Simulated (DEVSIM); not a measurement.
Device: Schottky contact on n-type Ge, at 250 K.

| layer (left to right) | material | thickness (μm) | Nd (cm⁻³) | τn (s) | τp (s) |
|---|---|---|---|---|---|
| 1 | Ge | 19.0 | 2.5e15 | 7.7e-6 | 7.7e-6 |

Left contact: Schottky, work function 4.32 eV, emission velocity 6.9e6 cm/s. Right contact: ohmic. Voltage is applied to the left contact. Recombination: SRH at mid-gap, radiative, Auger. Mobility is μmin + (μ − μmin)/(1 + (N/Nref)^α).

This is a model device: material constants are rounded textbook-type values typed into the input, and sizes, dopings and lifetimes were drawn at random. Values at 300 K; Nc and Nv go as T^1.5, mobilities as T to minus their exponent, the gap by Varshni's rule with the affinity fixed.

```csv
parameter,Ge
gap (eV),0.664
affinity (eV),4
permittivity,16
Nc (cm⁻³),1.04e19
Nv (cm⁻³),6e18
μn (cm²/Vs),3900
μp (cm²/Vs),1900
"μn,min",150
"μp,min",100
"Nref,n",2.6e17
"Nref,p",4e17
αn,0.56
αp,0.6
T exponent of μn,1.66
T exponent of μp,2.33
B (cm³/s),6.4e-14
Cn (cm⁶/s),1e-31
Cp (cm⁶/s),1e-31
Varshni α (eV/K),0.000477
Varshni β (K),235
```

Model (solved in DEVSIM): 1D drift-diffusion, Boltzmann statistics, complete ionisation; no tunnelling, impact ionisation, image-force lowering or self-heating. Metal contacts follow the ideal Schottky-Mott rule: no Fermi-level pinning, no interface dipoles.

The temperature was swept, all else fixed.

```tsv
temperature (K)	largest field in the device at zero bias (V/cm)	potential step across the device at zero bias (V)
250	8400	0.146
300	6700	0.105
350	4600	0.062
400	2700	0.026
450	2900	0.016
500	6300	0.020
```

From the first row to the last the largest field in the device at zero bias goes from 8400 to 6300. From the first row to the last the potential step across the device at zero bias goes from 0.146 to 0.020.
